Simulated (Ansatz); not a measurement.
Defect migration in rock-salt TiN: Ru-vacancy pair (Ru on one host Ti site, one Ti site vacant), neutral cell. All values below come from PBE, PAW (plane waves to 420 eV; Ansatz, an electronic-structure program).

64-site cell at the relaxed PBE lattice, a 2×2×2 k-point mesh shifted by half a step, smearing 0.10 eV, spin-restricted, no finite-size correction. No zero-point or tunnelling terms. Forms of the defect that were not tried may lie lower.

Barriers: single points on a 4×4×4 k-point mesh shifted by half a step at the bands' geometries (they differ from the bands' own by up to 0.11 eV, and are uncertain by about as much).

The step: the Ru atom itself jumps into the vacancy (Ru-vacancy distance between ideal sites 3.00 Å throughout). Atoms about the jump, Cartesian Å from the middle of the jump, before and after:

```json
[
 {"atom": "Ru1", "x0": "0.00", "y0": "-0.98", "z0": "-0.98", "x1": "0.00", "y1": "0.98", "z1": "0.98"},
 {"atom": "N2", "x0": "0.00", "y0": "1.12", "z0": "-1.07", "x1": "0.00", "y1": "1.07", "z1": "-1.12"},
 {"atom": "N3", "x0": "0.00", "y0": "-1.07", "z0": "1.12", "x1": "0.00", "y1": "-1.12", "z1": "1.07"},
 {"atom": "N4", "x0": "-2.15", "y0": "1.06", "z0": "1.06", "x1": "-2.14", "y1": "1.07", "z1": "1.07"},
 {"atom": "N5", "x0": "-2.14", "y0": "-1.07", "z0": "-1.07", "x1": "-2.15", "y1": "-1.06", "z1": "-1.06"},
 {"atom": "Ti6", "x0": "-2.08", "y0": "1.06", "z0": "-1.00", "x1": "-2.08", "y1": "1.00", "z1": "-1.06"},
 {"atom": "Ti7", "x0": "-2.08", "y0": "-1.00", "z0": "1.06", "x1": "-2.08", "y1": "-1.06", "z1": "1.00"},
 {"atom": "Ti8", "x0": "2.08", "y0": "1.06", "z0": "-1.00", "x1": "2.08", "y1": "1.00", "z1": "-1.06"},
 {"atom": "Ti9", "x0": "2.08", "y0": "-1.00", "z0": "1.06", "x1": "2.08", "y1": "-1.06", "z1": "1.00"},
 {"atom": "N10", "x0": "2.15", "y0": "1.06", "z0": "1.06", "x1": "2.14", "y1": "1.07", "z1": "1.07"},
 {"atom": "N11", "x0": "2.14", "y0": "-1.07", "z0": "-1.07", "x1": "2.15", "y1": "-1.06", "z1": "-1.06"},
 {"atom": "Ti12", "x0": "0.00", "y0": "3.12", "z0": "-0.98", "x1": "0.00", "y1": "3.14", "z1": "-1.02"},
 {"atom": "Ti13", "x0": "0.00", "y0": "1.02", "z0": "-3.14", "x1": "0.00", "y1": "0.98", "z1": "-3.12"},
 {"atom": "Ti14", "x0": "0.00", "y0": "-0.98", "z0": "3.12", "x1": "0.00", "y1": "-1.02", "z1": "3.14"},
 {"atom": "Ti15", "x0": "0.00", "y0": "-3.14", "z0": "1.02", "x1": "0.00", "y1": "-3.12", "z1": "0.98"},
 {"atom": "N16", "x0": "0.00", "y0": "3.25", "z0": "1.07", "x1": "0.00", "y1": "3.20", "z1": "1.06"},
 {"atom": "N17", "x0": "0.00", "y0": "1.07", "z0": "3.25", "x1": "0.00", "y1": "1.06", "z1": "3.20"},
 {"atom": "N18", "x0": "0.00", "y0": "-1.06", "z0": "-3.20", "x1": "0.00", "y1": "-1.07", "z1": "-3.25"},
 {"atom": "N19", "x0": "0.00", "y0": "-3.20", "z0": "-1.06", "x1": "0.00", "y1": "-3.25", "z1": "-1.07"}
]
```

Q: Give the saddle-point geometry and the barrier.

A: 
| atom | x | y | z |
|---|---|---|---|
| Ru1 | -0.42 | 0.01 | 0.00 |
| N2 | 0.05 | 1.31 | -1.30 |
| N3 | 0.05 | -1.30 | 1.30 |
| N4 | -2.06 | 1.03 | 1.02 |
| N5 | -2.06 | -1.02 | -1.03 |
| Ti6 | -2.20 | 1.16 | -1.16 |
| Ti7 | -2.20 | -1.15 | 1.16 |
| Ti8 | 2.08 | 1.03 | -1.03 |
| Ti9 | 2.08 | -1.02 | 1.02 |
| N10 | 2.17 | 1.07 | 1.06 |
| N11 | 2.17 | -1.06 | -1.06 |
| Ti12 | 0.02 | 3.21 | -1.03 |
| Ti13 | 0.02 | 1.03 | -3.21 |
| Ti14 | 0.02 | -1.02 | 3.21 |
| Ti15 | 0.02 | -3.20 | 1.02 |
| N16 | 0.01 | 3.22 | 1.05 |
| N17 | 0.01 | 1.06 | 3.21 |
| N18 | 0.01 | -1.05 | -3.21 |
| N19 | 0.01 | -3.21 | -1.05 |
It lies 2.76 eV above the start and 2.76 eV above the end. The saddle point's order was not checked, and it lies on a symmetry element of the cell, where a band can be held. Symmetry-equivalent saddle points exist between the same ends.
